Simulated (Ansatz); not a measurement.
Output of an Ansatz run (abridged):

```
WARN ansatz: RAYON_NUM_THREADS=1 ignored (pool sized by the plan → 1); use --threads N
Pseudopotentials: kind: paw
Pseudopotential: K, paw, valence charge 9
Pseudopotential: Nb, paw, valence charge 13
Pseudopotential: Si, paw, valence charge 4
Pseudopotential: O, paw, valence charge 6
Crystal: 44 atoms, lattice volume = 652.089 Å³
Basis set: ecut = 420 eV, 12723 PW (Γ), exchange–correlation on 120×120×120 points (8 copies of the dense FFT grid, shifted against one another)
Bands: 188, of which v1, the nominal top of the filled ones, is band 144 counted from 1 (143 counted from 0)
Symmetry: 8 space group operations
Space group: P4bm (ITA 100), of the structure as read, at distance tolerance 8.7e-5 Å
k-points: 6 of 27 (time reversal used)
PAW frozen core: K, regenerated for the run's functional, and the local potential with it
PAW frozen core: Nb, regenerated for the run's functional, and the local potential with it
PAW frozen core: Si, regenerated for the run's functional, and the local potential with it
PAW frozen core: O, regenerated for the run's functional, and the local potential with it
Initial density: superposition of atomic densities (neutral atoms: chi_scale 0, normalization atom), corrected by the library's trained network
Initial wavefunctions: pseudopotential atomic-orbital guess
Eigensolver: davidson
Functional: x = pbesol(κ = 0.804, μ = 0.12345679012345678), c = pbesol(β = 0.046)
SCF iter   1: F=—  HF=-44771.264288 eV  |F-HF|=—  |Δ(HF+E_count)|=         —  Δρ=1.41e-2  dr2=1.14e0  ethr=1.77e-3  ⟨swp⟩=4.0  Hψ=4274  notcnv=0  defer=232
all-band conjugate gradients solve this SCF's bands
preconditioner: auto → Resta (q_TF=auto, 2.381 Å⁻¹)
SCF iter   2: F=—  HF=-44771.046332 eV  |F-HF|=—  |Δ(HF+E_count)|=   2.18e-1  Δρ=5.73e-3  dr2=2.19e-1  ethr=3.94e-4  ⟨swp⟩=2.0  Hψ=1927  notcnv=0  defer=239
SCF iter   3: F=—  HF=-44771.007869 eV  |F-HF|=—  |Δ(HF+E_count)|=   3.85e-2  Δρ=1.39e-3  dr2=1.22e-2  ethr=7.62e-5  ⟨swp⟩=2.0  Hψ=1525  notcnv=0  defer=251
SCF iter   4: F=—  HF=-44771.007326 eV  |F-HF|=—  |Δ(HF+E_count)|=   5.44e-4  Δρ=6.79e-4  dr2=2.79e-3  ethr=4.22e-6  ⟨swp⟩=2.0  Hψ=1524  notcnv=0  defer=252
SCF iter   5: F=—  HF=-44771.007844 eV  |F-HF|=—  |Δ(HF+E_count)|=   5.18e-4  Δρ=2.97e-4  dr2=7.62e-4  ethr=9.68e-7  ⟨swp⟩=2.0  Hψ=1516  notcnv=0  defer=245
SCF iter   6: F=—  HF=-44771.007964 eV  |F-HF|=—  |Δ(HF+E_count)|=   1.20e-4  Δρ=1.59e-4  dr2=2.24e-4  ethr=2.64e-7  ⟨swp⟩=2.0  Hψ=1512  notcnv=0  defer=216
SCF iter   7: F=—  HF=-44771.008022 eV  |F-HF|=—  |Δ(HF+E_count)|=   5.80e-5  Δρ=5.99e-5  dr2=3.51e-5  ethr=7.79e-8  ⟨swp⟩=2.0  Hψ=1512  notcnv=0  defer=216
SCF iter   8: F=—  HF=-44771.006976 eV  |F-HF|=—  |Δ(HF+E_count)|=   1.05e-3  Δρ=2.78e-5  dr2=8.15e-6  ethr=1.22e-8  ⟨swp⟩=2.0  Hψ=1630  notcnv=0  defer=216
SCF iter   9: F=—  HF=-44771.006990 eV  |F-HF|=—  |Δ(HF+E_count)|=   1.43e-5  Δρ=7.88e-6  dr2=4.91e-7  ethr=2.83e-9  ⟨swp⟩=2.0  Hψ=1652  notcnv=0  defer=216
SCF iter  10: F=—  HF=-44771.006991 eV  |F-HF|=—  |Δ(HF+E_count)|=   1.21e-6  Δρ=5.23e-6  dr2=1.60e-7  ethr=3.47e-11  ⟨swp⟩=18.3  Hψ=7957  notcnv=0
SCF iter  11: F=-44771.006992 eV  HF=-44771.006992 eV  |F-HF|=4.71e-9  |Δ(HF+E_count)|=   1.15e-7  Δρ=3.05e-6  dr2=5.73e-8  ethr=3.47e-11  ⟨swp⟩=5.0  Hψ=3973  notcnv=0
SCF 1 converged in 11 iterations: F = -44771.006992 eV  dr2 = 5.73e-8
SCF converged after 11 iterations
Free energy (F): -44771.006992 eV
Harris-Foulkes:  -44771.006992 eV  (|F-HF|=4.71e-9)
Internal energy: -44771.006992 eV  (E = F + TS)
E sigma→0 (E₀):  -44771.006992 eV
Fermi energy:    3.624322 eV
--- Per-component energies (eV) ---
  E_band       = -2035.603257
  E_kinetic    = 7864.389989
  E_local      = -21385.855193  (includes V_loc(G=0)·N_el)
  E_nonlocal   = 2061.962593
  E_hartree    = 7750.567561
  E_xc         = -3711.267576
  E_vxc        = -4499.017463  (∫ρ·V_xc dr)
  E_paw        = -23381.462636  (= ΣΔE_a)
  E_vpaw       = -1578.288182  (= ΣTr[D̂ρ^β])
  E_aug_tail   = 0.070420  (compensation charges beyond the density's cutoff)
  E_ewald      = -13971.839074
  E_core_change = 2.426923  (= ΣΔE_core)
  E_smearing   = -0.000000  (= −TS)
  E_closure    = 0.000000  (closes the sum)
  Σ components = -44771.006992   (vs F -44771.006992, Δ=0.00e0)
--- Forces (eV/Å), atoms counted from 1 ---
  atom   1  K      0.03580629     0.03580629    -0.02065770
  atom   2  K     -0.03580629     0.03580629    -0.02065770
  atom   3  K     -0.03580629    -0.03580629    -0.02065770
  atom   4  K      0.03580629    -0.03580629    -0.02065770
  atom   5  Nb    -0.00000000     0.00000000    -0.38152981
  atom   6  Nb    -0.00000000    -0.00000000    -0.38152981
   [... 33 lines left out ...]
  atom  40  O      0.00000000     0.00000000     0.11545779
  atom  41  O      0.00000000    -0.00000000     0.83510926
  atom  42  O      0.00000000     0.00000000     0.83510926
  atom  43  O      0.00000000    -0.00000000     0.74005170
  atom  44  O      0.00000000     0.00000000     0.74005170
  max |Σ_I F_I| component: 7.19e-5 eV/Å
--- Stress (GPa, compression-positive) ---
       -4.629635       0.000000      -0.000000
        0.000000      -4.629635       0.000000
       -0.000000       0.000000      -4.943989
  P = ⅓ Tr σ = -4.7344 GPa (-47.344 kbar)
  The stress holds the Pulay correction. Without it, at fixed plane waves, as pw.x and ABINIT print it: P = -5.2633 GPa
--- Band table (eV; the first three rows and the last of 6) ---
  k-point 0: bands = ["-50.8295", "-50.8295", "-50.8027", "-50.8027", "-27.1265", "-27.1264", "-27.0467", "-27.0466", "-26.9860", "-26.9860", "-26.9854", "-26.9854", "-26.9295", "-26.9295", "-26.9290", "-26.9290", "-23.5949", "-23.5900", "-23.5900", [...]
  k-point 1: bands = ["-50.8295", "-50.8295", "-50.8027", "-50.8027", "-27.1070", "-27.1069", "-27.0666", "-27.0665", "-26.9859", "-26.9859", "-26.9854", "-26.9854", "-26.9295", "-26.9295", "-26.9290", "-26.9290", "-23.5949", "-23.5900", "-23.5900", [...]
  k-point 2: bands = ["-50.8295", "-50.8295", "-50.8027", "-50.8027", "-27.1265", "-27.1264", "-27.0467", "-27.0466", "-26.9858", "-26.9858", "-26.9856", "-26.9856", "-26.9293", "-26.9293", "-26.9291", "-26.9291", "-23.5938", "-23.5916", "-23.5897", [...]
  k-point 5: bands = ["-50.8295", "-50.8295", "-50.8027", "-50.8027", "-27.1070", "-27.1070", "-27.0665", "-27.0665", "-26.9860", "-26.9858", "-26.9855", "-26.9854", "-26.9295", "-26.9294", "-26.9291", "-26.9290", "-23.5930", "-23.5917", "-23.5901", [...]
```

The structure:

```
CELL_PARAMETERS angstrom
      8.87739     0.00000     0.00000
      0.00000     8.87739     0.00000
      0.00000     0.00000     8.27439
ATOMIC_POSITIONS crystal
  K  0.17807 0.67807 0.99188
  K  0.32193 0.17807 0.99188
  K  0.82193 0.32193 0.99188
  K  0.67807 0.82193 0.99188
  Nb 0.50000 0.50000 0.72047
  Nb 0.00000 0.00000 0.72047
  Nb 0.50000 0.50000 0.21774
  Nb 0.00000 0.00000 0.21774
  Si 0.12386 0.37614 0.69303
  Si 0.62386 0.12386 0.69303
  Si 0.87614 0.62386 0.69303
  Si 0.37614 0.87614 0.69303
  Si 0.87650 0.62350 0.30282
  Si 0.37650 0.87650 0.30282
  Si 0.12350 0.37650 0.30282
  Si 0.62350 0.12350 0.30282
  O  0.42349 0.71198 0.76293
  O  0.28802 0.42349 0.76293
  O  0.57651 0.28802 0.76293
  O  0.71198 0.57651 0.76293
  O  0.07651 0.21198 0.76293
  O  0.21198 0.92349 0.76293
  O  0.92349 0.78802 0.76293
  O  0.78802 0.07651 0.76293
  O  0.92363 0.78721 0.23270
  O  0.21279 0.92363 0.23270
  O  0.07637 0.21279 0.23270
  O  0.78721 0.07637 0.23270
  O  0.57637 0.28721 0.23270
  O  0.28721 0.42363 0.23270
  O  0.42363 0.71279 0.23270
  O  0.71279 0.57637 0.23270
  O  0.61978 0.11978 0.49785
  O  0.88022 0.61978 0.49785
  O  0.38022 0.88022 0.49785
  O  0.11978 0.38022 0.49785
  O  0.00000 0.50000 0.76384
  O  0.50000 0.00000 0.76384
  O  0.00000 0.50000 0.23156
  O  0.50000 0.00000 0.23156
  O  0.50000 0.50000 0.50263
  O  0.00000 0.00000 0.50263
  O  0.50000 0.50000 0.99890
  O  0.00000 0.00000 0.99890
```

**Question.** What input produced this log?

**Answer.** Other spellings and defaults could give the same log, and not every line can be read from it. The input that was run (DFT, PBEsol, plane waves, default PAW files made with PBE):

Ansatz 0.2 input:
```yaml
# KNbSi2O7
crystal:
  lattice:
    - [8.87739000, 0.00000000, 0.00000000]
    - [0.00000000, 8.87739000, 0.00000000]
    - [0.00000000, 0.00000000, 8.27439000]
  atoms:
    - { symbol: K, position: [0.17807000, 0.67807000, 0.99188000] }
    - { symbol: K, position: [0.32193000, 0.17807000, 0.99188000] }
    - { symbol: K, position: [0.82193000, 0.32193000, 0.99188000] }
    - { symbol: K, position: [0.67807000, 0.82193000, 0.99188000] }
    - { symbol: Nb, position: [0.50000000, 0.50000000, 0.72047000] }
    - { symbol: Nb, position: [0.00000000, 0.00000000, 0.72047000] }
    - { symbol: Nb, position: [0.50000000, 0.50000000, 0.21774000] }
    - { symbol: Nb, position: [0.00000000, 0.00000000, 0.21774000] }
    - { symbol: Si, position: [0.12386000, 0.37614000, 0.69303000] }
    - { symbol: Si, position: [0.62386000, 0.12386000, 0.69303000] }
    - { symbol: Si, position: [0.87614000, 0.62386000, 0.69303000] }
    - { symbol: Si, position: [0.37614000, 0.87614000, 0.69303000] }
    - { symbol: Si, position: [0.87650000, 0.62350000, 0.30282000] }
    - { symbol: Si, position: [0.37650000, 0.87650000, 0.30282000] }
    - { symbol: Si, position: [0.12350000, 0.37650000, 0.30282000] }
    - { symbol: Si, position: [0.62350000, 0.12350000, 0.30282000] }
    - { symbol: O, position: [0.42349000, 0.71198000, 0.76293000] }
    - { symbol: O, position: [0.28802000, 0.42349000, 0.76293000] }
    - { symbol: O, position: [0.57651000, 0.28802000, 0.76293000] }
    - { symbol: O, position: [0.71198000, 0.57651000, 0.76293000] }
    - { symbol: O, position: [0.07651000, 0.21198000, 0.76293000] }
    - { symbol: O, position: [0.21198000, 0.92349000, 0.76293000] }
    - { symbol: O, position: [0.92349000, 0.78802000, 0.76293000] }
    - { symbol: O, position: [0.78802000, 0.07651000, 0.76293000] }
    - { symbol: O, position: [0.92363000, 0.78721000, 0.23270000] }
    - { symbol: O, position: [0.21279000, 0.92363000, 0.23270000] }
    - { symbol: O, position: [0.07637000, 0.21279000, 0.23270000] }
    - { symbol: O, position: [0.78721000, 0.07637000, 0.23270000] }
    - { symbol: O, position: [0.57637000, 0.28721000, 0.23270000] }
    - { symbol: O, position: [0.28721000, 0.42363000, 0.23270000] }
    - { symbol: O, position: [0.42363000, 0.71279000, 0.23270000] }
    - { symbol: O, position: [0.71279000, 0.57637000, 0.23270000] }
    - { symbol: O, position: [0.61978000, 0.11978000, 0.49785000] }
    - { symbol: O, position: [0.88022000, 0.61978000, 0.49785000] }
    - { symbol: O, position: [0.38022000, 0.88022000, 0.49785000] }
    - { symbol: O, position: [0.11978000, 0.38022000, 0.49785000] }
    - { symbol: O, position: [0.00000000, 0.50000000, 0.76384000] }
    - { symbol: O, position: [0.50000000, 0.00000000, 0.76384000] }
    - { symbol: O, position: [0.00000000, 0.50000000, 0.23156000] }
    - { symbol: O, position: [0.50000000, 0.00000000, 0.23156000] }
    - { symbol: O, position: [0.50000000, 0.50000000, 0.50263000] }
    - { symbol: O, position: [0.00000000, 0.00000000, 0.50263000] }
    - { symbol: O, position: [0.50000000, 0.50000000, 0.99890000] }
    - { symbol: O, position: [0.00000000, 0.00000000, 0.99890000] }
basis:
  ecutwfc: 420.0
kpoints:
  mp_grid:
    grid: [3, 3, 3]
hamiltonian:
  xc: pbesol
  pseudopotentials:
    kind: paw
scf:
  occupations:
    method: fixed
output:
  forces: true
  eigenvalues: true
  stress: true
```

The starting cell comes from a database of computed structures (which also holds hypothetical and non-ambient phases and stackings), without a prior relaxation at this level. With a pressure of about -5 GPa the cell is away from its equilibrium volume at this level. Ansatz's pressure includes its estimate of the finite-basis (Pulay) stress. Without the estimate this run gives -5.26 GPa.

Ansatz is a first-principles code.
